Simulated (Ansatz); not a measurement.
Response to strain in Cs2AlTlH6

The reference is Cs2AlTlH6 (space group Fm-3m, No. 225; a cell from a computed database, its experimental status unchecked).

```xyz
10
Lattice="0.0000 4.3443 4.3443 4.3443 0.0000 4.3443 4.3443 4.3443 0.0000" Properties=species:S:1:pos:R:3 pbc="T T T"
Cs     2.1721     2.1721     2.1721
Cs     6.5164     6.5164     6.5164
Al     4.3443     4.3443     4.3443
Tl     0.0000     0.0000     0.0000
H      6.1325     4.3443     4.3443
H      2.5561     4.3443     4.3443
H      4.3443     6.1325     4.3443
H      4.3443     2.5561     4.3443
H      4.3443     4.3443     6.1325
H      4.3443     4.3443     2.5561
```

Cartesian axes are those of the cell as printed.

Strains are applied to the cell and any free atomic positions relax; under biaxial strain the out-of-plane vector relaxes too.

The values are results of DFT with PBEsol, PAW potentials and a 420 eV plane-wave cutoff in Ansatz (a program for electronic structure), without spin-orbit coupling, not measurements.

Candidates:
(a) isotropic strain −1.82 %
(b) uniaxial strain ε_zz = −4.25 %
(c) biaxial strain −1.79 %, plane normal [001], relaxed out of plane

Base values:

- Smallest direct gap = 1.69 eV

Task: Order them by smallest direct gap, highest first.

Result: (a) isotropic strain −1.82 % (1.55 eV), (c) biaxial strain −1.79 %, plane normal [001], relaxed out of plane (1.39 eV), (b) uniaxial strain ε_zz = −4.25 % (1.31 eV)

With Tl present, leaving out spin-orbit coupling can change the band edges. Stability against distortions was not tested.
